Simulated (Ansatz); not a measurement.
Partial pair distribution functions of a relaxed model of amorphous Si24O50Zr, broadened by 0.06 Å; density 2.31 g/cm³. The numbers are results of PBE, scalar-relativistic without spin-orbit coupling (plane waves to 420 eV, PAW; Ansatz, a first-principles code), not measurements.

Preparation: random packing, a CHGNet melt and quench, and a DFT relaxation. O atoms were pushed apart under 1.9 Å during the dynamics, to hinder bonds among them. The hot cell started wider than the set density and was brought back towards it in steps. It is the lowest in DFT energy of 2 quenches. It is a model cell: composition and starting density were chosen by hand, and all elements were melted together. No dispersion term was used. Its density started from a set value of 2.31 and ended at 2.31 g/cm³. The quench (nominally 320 K/ps over its main leg) was far faster than any real one, so the model tends to hold more defects than a real film. Values belong to this one cell and scatter from quench to quench. The volume was held where the preparation left it and the shape relaxed, at a PBE pressure of 2.4 GPa. Stress components on the final sampling reach 2.4 GPa.

```json
[
 {"r (Å)": "1.35", "g Si-O": "0.00", "g O-Zr": "0.00", "g Si-Si": "0.00", "g O-O": "0.00"},
 {"r (Å)": "1.45", "g Si-O": "0.32", "g O-Zr": "0.00", "g Si-Si": "0.00", "g O-O": "0.00"},
 {"r (Å)": "1.55", "g Si-O": "8.17", "g O-Zr": "0.00", "g Si-Si": "0.00", "g O-O": "0.00"},
 {"r (Å)": "1.65", "g Si-O": "16.04", "g O-Zr": "0.00", "g Si-Si": "0.00", "g O-O": "0.00"},
 {"r (Å)": "1.75", "g Si-O": "2.50", "g O-Zr": "0.06", "g Si-Si": "0.00", "g O-O": "0.00"},
 {"r (Å)": "1.85", "g Si-O": "0.03", "g O-Zr": "3.08", "g Si-Si": "0.00", "g O-O": "0.00"},
 {"r (Å)": "1.95", "g Si-O": "0.00", "g O-Zr": "11.82", "g Si-Si": "0.00", "g O-O": "0.00"},
 {"r (Å)": "2.05", "g Si-O": "0.00", "g O-Zr": "3.72", "g Si-Si": "0.00", "g O-O": "0.00"},
 {"r (Å)": "2.15", "g Si-O": "0.00", "g O-Zr": "0.10", "g Si-Si": "0.01", "g O-O": "0.00"},
 {"r (Å)": "2.25", "g Si-O": "0.00", "g O-Zr": "0.00", "g Si-Si": "0.17", "g O-O": "0.01"},
 {"r (Å)": "2.35", "g Si-O": "0.00", "g O-Zr": "0.00", "g Si-Si": "0.35", "g O-O": "0.08"},
 {"r (Å)": "2.45", "g Si-O": "0.00", "g O-Zr": "0.00", "g Si-Si": "0.05", "g O-O": "0.40"},
 {"r (Å)": "2.55", "g Si-O": "0.00", "g O-Zr": "0.00", "g Si-Si": "0.00", "g O-O": "3.30"},
 {"r (Å)": "2.65", "g Si-O": "0.00", "g O-Zr": "0.00", "g Si-Si": "0.02", "g O-O": "6.57"},
 {"r (Å)": "2.75", "g Si-O": "0.00", "g O-Zr": "0.00", "g Si-Si": "0.51", "g O-O": "3.39"},
 {"r (Å)": "2.85", "g Si-O": "0.03", "g O-Zr": "0.00", "g Si-Si": "2.85", "g O-O": "0.88"},
 {"r (Å)": "2.95", "g Si-O": "0.14", "g O-Zr": "0.00", "g Si-Si": "4.99", "g O-O": "0.42"},
 {"r (Å)": "3.05", "g Si-O": "0.23", "g O-Zr": "0.01", "g Si-Si": "3.80", "g O-O": "0.65"},
 {"r (Å)": "3.15", "g Si-O": "0.64", "g O-Zr": "0.45", "g Si-Si": "2.39", "g O-O": "0.71"},
 {"r (Å)": "3.25", "g Si-O": "0.89", "g O-Zr": "1.09", "g Si-Si": "0.65", "g O-O": "0.66"},
 {"r (Å)": "3.35", "g Si-O": "1.01", "g O-Zr": "0.16", "g Si-Si": "0.03", "g O-O": "0.68"},
 {"r (Å)": "3.45", "g Si-O": "1.00", "g O-Zr": "0.00", "g Si-Si": "0.00", "g O-O": "0.66"},
 {"r (Å)": "3.55", "g Si-O": "1.31", "g O-Zr": "0.03", "g Si-Si": "0.00", "g O-O": "0.69"},
 {"r (Å)": "3.65", "g Si-O": "1.54", "g O-Zr": "0.57", "g Si-Si": "0.00", "g O-O": "0.58"},
 {"r (Å)": "3.75", "g Si-O": "1.51", "g O-Zr": "1.11", "g Si-Si": "0.01", "g O-O": "0.46"},
 {"r (Å)": "3.85", "g Si-O": "1.60", "g O-Zr": "1.98", "g Si-Si": "0.25", "g O-O": "0.47"},
 {"r (Å)": "3.95", "g Si-O": "1.51", "g O-Zr": "1.80", "g Si-Si": "0.50", "g O-O": "0.69"},
 {"r (Å)": "4.05", "g Si-O": "1.53", "g O-Zr": "1.02", "g Si-Si": "0.50", "g O-O": "0.75"},
 {"r (Å)": "4.15", "g Si-O": "1.69", "g O-Zr": "1.27", "g Si-Si": "0.70", "g O-O": "0.71"},
 {"r (Å)": "4.25", "g Si-O": "1.76", "g O-Zr": "1.20", "g Si-Si": "1.17", "g O-O": "0.82"},
 {"r (Å)": "4.35", "g Si-O": "1.02", "g O-Zr": "0.77", "g Si-Si": "1.65", "g O-O": "0.87"},
 {"r (Å)": "4.45", "g Si-O": "0.49", "g O-Zr": "0.97", "g Si-Si": "0.94", "g O-O": "0.67"},
 {"r (Å)": "4.55", "g Si-O": "0.54", "g O-Zr": "2.13", "g Si-Si": "0.96", "g O-O": "1.02"},
 {"r (Å)": "4.65", "g Si-O": "0.70", "g O-Zr": "2.52", "g Si-Si": "1.39", "g O-O": "1.10"},
 {"r (Å)": "4.75", "g Si-O": "0.60", "g O-Zr": "0.70", "g Si-Si": "1.59", "g O-O": "1.24"},
 {"r (Å)": "4.85", "g Si-O": "0.81", "g O-Zr": "0.89", "g Si-Si": "1.36", "g O-O": "1.45"},
 {"r (Å)": "4.95", "g Si-O": "0.88", "g O-Zr": "0.49", "g Si-Si": "0.83", "g O-O": "1.46"}
]
```

Within 1.90 Å each Si has 4.00 O neighbours on average.
